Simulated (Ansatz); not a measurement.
## C (space group R-3, No. 148; a hypothetical phase, not in the database extracts checked)

C is taken in the trigonal space group R-3, hexagonal axes (No. 148), Pearson symbol hR8. Conventional cell: a = b = 6.3180 Å, c = 3.8460 Å, α = β = 90.00°, γ = 120.00°. C1 on 18f sees 1 C at 1.478 Å and 3 C at 1.598–1.617 Å. C2 on 6c is coordinated by 4 C at 1.539–1.598 Å. (Neighbours: up to the widest gap in distance over summed covalent radii, below 1.35, at either atom.)
(The calculation used a cell of 8 atoms; values per cell refer to that cell.)

The values are results of Ansatz (a program for electronic structure) PBEsol, without spin-orbit coupling, not measurements. k-mesh 10×10×10 (Γ-centred); smearing 0.05 eV (Fermi–Dirac).

- Volume per atom: 5.54 Å³
- Density: 3.60 g/cm³
- Band gap: 3.33 eV, indirect, T → L
- Total energy: -245.872 eV/atom (σ→0; compares only within this code and set-up)

Whether these cells are dynamically stable was not tested.
